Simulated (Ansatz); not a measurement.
# Rh2Si under a change: strain tensor (xx, yy, zz, yz, xz, xy) = (+1.19, −2.51, −1.21, −0.58, −0.81, −0.27) %

Start from Rh$_{2}$Si (space group Pnma, No. 62; a = 5.364 Å, b = 3.922 Å, c = 7.391 Å; a cell from a computed database, its experimental status unchecked). Axes: x, y, z lie along a, b, c of the conventional cell.

The change: strain tensor (xx, yy, zz, yz, xz, xy) = (+1.19, −2.51, −1.21, −0.58, −0.81, −0.27) %, atoms relaxed at fixed cell.

All numbers come from PBEsol (Ansatz, a quantum-chemistry and plane-wave program, PAW, no SOC). Γ-centred 7×10×5 mesh, Fermi–Dirac width 0.05 eV.

- Volume per atom = 12.62 Å³ (base 12.96 Å³)
- Space group = P-1 (No. 2) (base Pnma (No. 62))
- Shortest interatomic distance = 237.3 pm (base 239.7 pm)
- Energy relative to the base (free energy F) = +15 meV/atom
- Pressure (mean of the normal stresses, compression positive) = 8.1 GPa (base 0.0 GPa)
- Band gap = zero (base zero)
- Stress (xx, yy, zz, yz, xz, xy; compression positive) = (5.1, 11.2, 8.0, 1.4, 1.8, 1.0) GPa (rough)

Without a gap, meshes like the base's 7×10×5 leave anisotropic stresses uncertain by several tenths of a GPa, and small strain energies with them. Stability against distortions was not tested. The final runs are not spin-polarised.
